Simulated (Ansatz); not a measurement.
**SrBi₃ in the Cu3Au type structure (space group Pm-3m, No. 221; a cell from a computed database, its experimental status unchecked)**

SrBi₃ has the cubic space group Pm-3m (No. 221), the Cu3Au type structure, Pearson symbol cP4. Cell: a = b = c = 4.989 Å, α = β = γ = 90.00°. Sr on 1a has 12 Bi at 3.528 Å and 6 Sr at 4.989 Å. Bi on 3c is surrounded by 8 Bi at 3.528 Å and 4 Sr at 3.528 Å (cuboctahedral). (Neighbours: up to the widest gap in distance over summed covalent radii, below 1.35, at either atom.)

The values are results of plane-wave PAW DFT at the PBEsol level (Ansatz, an electronic-structure program, 420 eV), spin-orbit coupling left out, not measurements. Settings: 9×9×9 k-points, 0.05 eV Fermi–Dirac smearing.

* **Volume per atom**: 31.04 Å³
* **Density**: 9.56 g/cm³
* **Band gap**: zero
* **Total energy**: -10055.054 eV/atom (σ→0; compares only within this code and set-up)

Whether these cells are dynamically stable was not tested.
